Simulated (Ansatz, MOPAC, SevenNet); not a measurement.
Ladder of methods for the lattice parameter c of 1T (CdI2-type) MgI2

Reference value: 6.88 Å (measured, temperature not stated, copied from a table, unchecked, not corrected to a static lattice; as tabulated in Crystal Structures 1, 239 (1963)).

```
level (code)                             value (Å)  difference (%)
---------------------------------------  ---------  --------------
PM7 semi-empirical Hartree-Fock (MOPAC)      6.588           -4.24
SevenNet-l3i5                                7.625           +10.8
LDA (Ansatz)                                 6.694           -2.70
PBE (Ansatz)                                 7.815           +13.6
HSE06 (Ansatz)                               7.653           +11.2
```

The reference's temperature isn't stated, so close values are not ranked against it. Off by more than 3.50 %, or 4.90 % on the side where a correction would as a rule narrow the miss (bounds picked here): PBE (+13.6 %), HSE06 (+11.2 %), SevenNet-l3i5 (+10.8 %).

The measured value isn't corrected to a static lattice, so vibrations enter the comparison.  PM7 semi-empirical Hartree-Fock (MOPAC): the method was fitted mainly to molecules. PM7 semi-empirical Hartree-Fock (MOPAC): the run uses a supercell at the zone centre in place of a k mesh. LDA: LDA has no dispersion term either, though it tends to give short spacings of layers, chains or molecules. PBE: for a layered or molecular solid the relaxed cell lies over 5 % above the published volume, where the minimum can be shallow. PBE, HSE06: the cell comes from a level without a dispersion term, which matters for the spacing of layers, chains or molecules. Cutoffs and k meshes differ between the levels. Ansatz's density-functional and Hartree–Fock values are scalar-relativistic unless marked +SOC, with PAW data made under PBE.

Machine-learned potentials (SevenNet-l3i5) are trained on DFT data: a solid inside that data is no test of them.

Differences are worked out from the printed values.

Ansatz is a first-principles code.
